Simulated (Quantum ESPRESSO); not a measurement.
Quick settings and what they miss: Rb3Na (I4/mmm, 4 atoms in the cell)

Self-consistent single point.

```
Rb3Na
1.0
   -3.33325     3.33325     6.59592
    3.33325    -3.33325     6.59592
    3.33325     3.33325    -6.59592
Rb Na
3 1
Direct
  0.75000   0.25000   0.50000
  0.25000   0.75000   0.50000
  0.50000   0.50000   0.00000
  0.00000   0.00000   0.00000
```

Method: PBEsol, GBRV 1.5 ultrasoft (PBESOL) pseudopotentials (plane waves; Quantum ESPRESSO).

Base settings: ecutwfc = 40 Ry; ecutrho = 200 Ry; occupations = smearing; smearing = fermi-dirac; degauss = 0.0036749 Ry; potentials = {Rb: rb_pbesol_v1.uspp.F.UPF, Na: na_pbesol_v1.5.uspp.F.UPF}; K_POINTS = automatic 7 7 7 0 0 0; conv_thr = 1e-10 Ry.

Tight run (finer mesh or higher cutoff; not a proven limit): ecutwfc: 40 Ry → 56 Ry; ecutrho: 200 Ry → 280 Ry; conv_thr: 1e-10 Ry → 7.3e-11 Ry; K_POINTS: automatic 7 7 7 0 0 0 → automatic 10 10 10 0 0 0. It gave Fermi level (on the code's own zero) 2.08 eV; pressure -0.09 GPa.

Quick runs, as changes from the base:
- A: the base itself
- B: ecutwfc: 40 Ry → 32 Ry; ecutrho: 200 Ry → 160 Ry; degauss: 0.0036749 Ry → 0.036749 Ry; K_POINTS: automatic 7 7 7 0 0 0 → automatic 6 6 6 1 1 1
- C: ecutwfc: 40 Ry → 20 Ry; ecutrho: 200 Ry → 100 Ry; K_POINTS: automatic 7 7 7 0 0 0 → automatic 8 8 8 0 0 0
- D: ecutwfc: 40 Ry → 20 Ry; ecutrho: 200 Ry → 100 Ry; pseudopotentials: {Rb: rb_pbesol_v1.uspp.F.UPF, Na: na_pbesol_v1.5.uspp.F.UPF} → {Rb: rb_lda_v1.uspp.F.UPF, Na: na_lda_v1.5.uspp.F.UPF}; K_POINTS: automatic 7 7 7 0 0 0 → automatic 2 2 2 1 1 1 [LDA (PZ)]
- E: ecutwfc: 40 Ry → 24 Ry; ecutrho: 200 Ry → 120 Ry; K_POINTS: automatic 7 7 7 0 0 0 → automatic 3 3 3 0 0 0
- F: ecutwfc: 40 Ry → 20 Ry; ecutrho: 200 Ry → 100 Ry; smearing: fermi-dirac → gaussian; degauss: 0.0036749 Ry → 0.036749 Ry; conv_thr: 1e-10 Ry → 7.3e-06 Ry; K_POINTS: automatic 7 7 7 0 0 0 → automatic 4 4 4 0 0 0

Energies are extrapolated to zero smearing width, which holds to low order in the width alone (under cold and Methfessel-Paxton smearing the free energy itself is taken).

Dashes: energy of D, another energy zero; time of D, E, F, under 30 s.

† marks runs with another functional, U, potentials or spin treatment: their distance from the tight run is not a convergence error alone.

The count of work is k-points × plane waves × bands × iterations; it is no time. Core times come from one kind of shared machine and are given to one figure; runs under 30 s give none.

The starting cell comes from a database of computed structures (which also holds hypothetical and non-ambient phases and stackings), without a prior relaxation at this level. Its lattice was rescaled by a random factor within 2.5 % of one.

```
run  energy less tight (meV/atom)  pressure less tight (GPa)  count of work / tight  core time / tight (rough)
---  ----------------------------  -------------------------  ---------------------  -------------------------
A                             0.4                       0.00                   0.24                        0.2
B                            -9.6                      -0.01                   0.12                       0.10
C                          1257.6                     -12.49                   0.12                       0.09
D†                              –                     -12.66                 0.0070                          –
E                           320.8                      -3.96                  0.016                          –
F                          1259.2                     -12.49                  0.015                          –
```

Among the runs at the tight run's level, the energy misses run from 0.4 to 1259.2 meV/atom.
